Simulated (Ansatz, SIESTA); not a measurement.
## BaZrO3 (Pm-3m, 5 atoms in the cell) computed with different codes at matched settings

Relaxation of cell and atoms.

```xyz
5
Lattice="4.1900 0.0000 0.0000 0.0000 4.1900 0.0000 0.0000 0.0000 4.1900" Properties=species:S:1:pos:R:3 pbc="T T T"
Ba     0.0000     0.0000     0.0000
Zr     2.0950     2.0950     2.0950
O      2.0950     0.0000     2.0950
O      0.0000     2.0950     2.0950
O      2.0950     2.0950     0.0000
```

Shared settings, as Ansatz (a program for electronic structure) writes them: kpoints.mp_grid.grid = 8 8 8; scf.occupations.method = fermi_dirac; scf.occupations.width = 0.02 eV. Potentials and cutoffs stand in the table.

| code | model | final volume (Å³/atom) | gap on the mesh (eV) | cutoff |
|---|---|---|---|---|
| Ansatz | PBE, default PAW files | 15.11 | 3.180 | 420 eV |
| SIESTA | GGA PBE, numerical atomic orbitals DZP, PseudoDojo PBE standard norm-conserving potentials (rewritten from UPF to PSML) | 15.33 | 3.085 | grid 300 Ry |

Gaps are read on the mesh.

The spread over the programs that give each value: final volume within 0.22 Å³/atom; gap on the mesh within 0.095 eV.

SIESTA uses small atom-centred bases, whose incompleteness enters pressures, forces and empty levels differently from a plane-wave cutoff. The programs treat the finite-basis stress differently while the cell relaxes: Ansatz adds an estimate of it.

The starting cell has typed, rounded lattice constants, without a prior relaxation at this level.

Keys are those of Ansatz 0.2.
